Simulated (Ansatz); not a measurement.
Take PbI$_{2}$ in the 2H-MoS2 type structure (space group P6_3/mmc, No. 194; a = 4.397 Å, c = 14.847 Å; a hypothetical phase, not in the database extracts checked) as the base.

(Cell as relaxed with PBE-D3(BJ).)

Levels (all Ansatz, a program for electronic structure, PAW): PBE-D3(BJ) (420 eV, no spin-orbit coupling); PBEsol-D3(BJ) (420 eV, scalar-relativistic without spin-orbit coupling).

Each level relaxes its own structure.

| base | PBE-D3(BJ) | PBEsol-D3(BJ) |
|---|---|---|
| volume per atom | 41.42 Å³ | 37.84 Å³ |
| lattice parameter a | 4.397 Å | 4.273 Å |
| band gap | 1.98 eV | 1.38 eV |

The change: a free-standing slab of 4 layers (12 atoms, 3 a layer) is cut normal to the stacking axis, with 15 Å of vacuum and the in-plane cell relaxed.

```json
[
 {"quantity": "shortest interatomic distance", "PBE-D3(BJ)": "3.261 Å", "PBEsol-D3(BJ)": "(withheld)"},
 {"quantity": "shift of the gap caused by the change", "PBE-D3(BJ)": "+0.10 eV", "PBEsol-D3(BJ)": "(withheld)"},
 {"quantity": "excess energy per area of both faces (slab less bulk energy over the cell's area: twice a surface energy)", "PBE-D3(BJ)": "0.21 J/m²", "PBEsol-D3(BJ)": "(withheld)"},
 {"quantity": "band gap", "PBE-D3(BJ)": "2.08 eV", "PBEsol-D3(BJ)": "(withheld)"}
]
```

### Question
Predict the PBEsol-D3(BJ) column.

### Answer

- shortest interatomic distance, PBEsol-D3(BJ): 3.202 Å
- shift of the gap caused by the change, PBEsol-D3(BJ): +0.19 eV
- excess energy per area of both faces (slab less bulk energy over the cell's area: twice a surface energy), PBEsol-D3(BJ): 0.36 J/m²
- band gap, PBEsol-D3(BJ): 1.57 eV

PBE-D3(BJ)'s shortest interatomic distance lies 0.059 Å above PBEsol-D3(BJ)'s (1.8 %); PBE-D3(BJ)'s shift of the gap caused by the change lies 0.09 eV below PBEsol-D3(BJ)'s; PBE-D3(BJ)'s excess energy per area of both faces lies 0.15 J/m² below PBEsol-D3(BJ)'s; PBE-D3(BJ)'s band gap lies 0.505 eV above PBEsol-D3(BJ)'s. Neither level is exact; PBEsol-D3(BJ) is the comparison here, not a measurement.

Slab and bulk use different k-meshes, which limits the precision of the excess energy. Spin-orbit coupling, missing from the scalar runs, can matter with I and Pb. Stability against distortions was not tested.
